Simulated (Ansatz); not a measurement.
Consider B-vacancy pair (B on one host Si site, one Si site vacant) in silicon, charge state +1. The step: one Si atom jumps into the vacancy from a nearby Si site (B-vacancy distance between ideal sites 2.37 → 3.87 Å); the atom moves 2.75 Å along (0.23, -0.32, -0.32) of the unit cell; the moving atom starts with neighbours Si at 2.35, 2 Si at 2.38 Å and ends with B at 2.01; 2 Si at 2.37 Å. DFT values are from Ansatz (plane-wave PAW, 420 eV unless said) in a cell of 216 host sites, spin-restricted, static, with no finite-size correction. The charge state is imposed; whether it is stable for some Fermi level was not computed. Forms of the defect that were not tried may lie lower. For the PBE band: the program found a first-order saddle point.

```json
[
 {"Level": "PBE, one k-point at (0.250, 0.250, 0.250), band relaxed", "Forward barrier (eV)": "1.02"},
 {"Level": "PBE, a 2×2×2 k-point mesh shifted by half a step, same geometries", "Forward barrier (eV)": "0.96"},
 {"Level": "r2SCAN at 500 eV, one k-point at (0.250, 0.250, 0.250), same geometries", "Forward barrier (eV)": "1.29"}
]
```

At the Γ point alone and the same geometries, HSE06 less PBE is +0.40 eV for this barrier.

Ansatz is an electronic-structure program.
